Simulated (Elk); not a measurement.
Band structure of CeMg3 (Fm-3m, 4 atoms in the cell).

```
CELL_PARAMETERS angstrom
      0.00000     3.68741     3.68741
      3.68741     0.00000     3.68741
      3.68741     3.68741     0.00000
ATOMIC_POSITIONS crystal
  Ce 0.00000 0.00000 0.00000
  Mg 0.75000 0.75000 0.75000
  Mg 0.25000 0.25000 0.25000
  Mg 0.50000 0.50000 0.50000
```
Moments meant for the start (each program seeds them in its own way; μB, in the order of the atoms Ce Mg Mg Mg): 1.0 0.0 0.0 0.0.

Method: Elk with LDA (PW92), all-electron FP-LAPW, Elk's shipped species files, LAPW+lo basis.

Settings: spinpol = true; rgkmax = 7.5; stype = 0; swidth = 0.00734986 Ha; ngridk = 5 5 5; reducebf = 0.7; gmaxvr = 14 1/bohr; nxoapwlo = 1; maxscl = 100; bfcmt = [[0.0, 0.0, -0.25], [0.0, 0.0, 0.0], [0.0, 0.0, 0.0], [0.0, 0.0, 0.0]].

The starting cell comes from a database of computed structures (which also holds hypothetical and non-ambient phases and stackings), without a prior relaxation at this level. Spin-orbit coupling is off. With one magnetic atom in the cell only a parallel order is possible. With U or open f shells several self-consistent states can exist. The f electrons are in the valence without U or exact exchange, which can misplace them near the Fermi level. Spin-orbit terms, which matter for f shells, are left out. Values depend on the basis (sphere radii, cutoffs, local orbitals), which need not be converged.

Levels in eV from the Fermi level, bands 18 to 25 of the first spin channel:
```tsv
point	18	19	20	21	22	23	24	25
Γ	-0.85	-0.85	-0.85	-0.11	0.07	0.07	0.07	0.28
X	-2.77	-2.35	-0.44	-0.44	0.16	0.20	0.23	0.23
W	-2.63	-2.63	-1.75	0.04	0.04	0.20	0.23	0.24
K	-2.79	-2.70	-0.71	-0.60	0.13	0.20	0.22	0.24
L	-3.58	-0.99	-0.99	-0.13	0.08	0.09	0.21	0.25
U	-2.79	-2.70	-0.71	-0.60	0.12	0.20	0.22	0.24
```

Bands cross the Fermi level along this path, so the cell is metallic at this level.

The net moment of the cell came out as 0.98 μB.
